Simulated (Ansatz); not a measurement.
The reference is MgO in the wurtzite structure (space group P6_3mc, No. 186; a cell from a computed database, its experimental status unchecked).

```xyz
4
Lattice="3.3027 0.0000 0.0000 -1.6514 2.8602 0.0000 0.0000 0.0000 5.0209" Properties=species:S:1:pos:R:3 pbc="T T T"
Mg     0.0000     1.9068     0.0188
Mg     1.6514     0.9534     2.5293
O      0.0000     1.9068     2.0126
O      1.6514     0.9534     4.5230
```

Cartesian axes are those of the cell as printed.

Levels (all Ansatz, an electronic-structure program, PAW): PBEsol (420 eV, spin-orbit coupling left out); r2SCAN (500 eV, no spin-orbit coupling).

Its gap is 3.36 eV with PBEsol and 4.16 eV with r2SCAN.

The change: the cell is stretched by 4.88 % along z with no lateral relaxation; the atoms relax in the strained cell.

With PBEsol the gap becomes 3.28 eV.

Q: If the r2SCAN correction stayed the same, what would the r2SCAN gap be, and what does the r2SCAN run give?

A: A rigid correction of +0.80 eV gives 4.08 eV. The r2SCAN run gives 4.06 eV, so the two effects roughly add.

Single points use the geometry relaxed with PBEsol. No phonon test of stability was made. This is not the structure that MgO has at room temperature and ambient pressure.
